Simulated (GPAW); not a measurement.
A self-consistent single point of Ag (Fm-3m, 1 atom in the cell) with GPAW.

Level of theory: PBE, GPAW PAW datasets PBE (gpaw-data 1.0.1) (plane waves; GPAW).

```
CELL_PARAMETERS angstrom
      0.00000     2.05523     2.05523
      2.05523     0.00000     2.05523
      2.05523     2.05523     0.00000
ATOMIC_POSITIONS crystal
  Ag 0.00000 0.00000 0.00000
```

Reference input (self-consistent single point, DFT PBE, plane waves, GPAW PAW datasets PBE (gpaw-data 1.0.1)): mode = pw; ecut = 600 eV; xc = PBE; kpts = 10 10 10; mesh shift (steps) = 0 0 0; occupations.name = fermi-dirac; occupations.width = 0.1 eV; nbands = -9; convergence.forces = 0.001 eV/Å; symmetry.symmorphic = false; symmetry.tolerance = 0.0005; maxiter = 100. This run's input differs from it in these lines:

```diff
@@ -15,3 +15,3 @@
             occupations=FermiDirac(0.1),
-            nbands=-9,
+            nbands=8,
             convergence={'forces': 0.001},
```

The program printed (abridged):

```
Input parameters:
  convergence: {forces: 0.001}
  kpts: {gamma: True,
         size: (10, 10, 10)}
  maxiter: 100
  mode: {ecut: 600.0,
         name: pw}
  nbands: 8
  occupations: {fixmagmom: False,
                name: fermi-dirac,
                width: 0.1}
  symmetry: {symmorphic: False,
             tolerance: 0.0005}
  xc: PBE

species:
  Ag:
    name: Silver
    Z: 47.0
    valence: 17
    core: 30
    charge: 0.0
    file: Ag.PBE.gz

    # Using partial waves for Ag as LCAO basis

Reference energy: -144597.826354  # eV

Spin-paired calculation

Traceback (most recent call last):
   [... frames left out ...]
ValueError: Too few bands!  Electrons: 17.000000, bands: 8
```

The program stopped before any SCF iteration. 

The starting cell has typed, rounded lattice constants, without a prior relaxation at this level. Its lattice was rescaled by up to half a per cent.
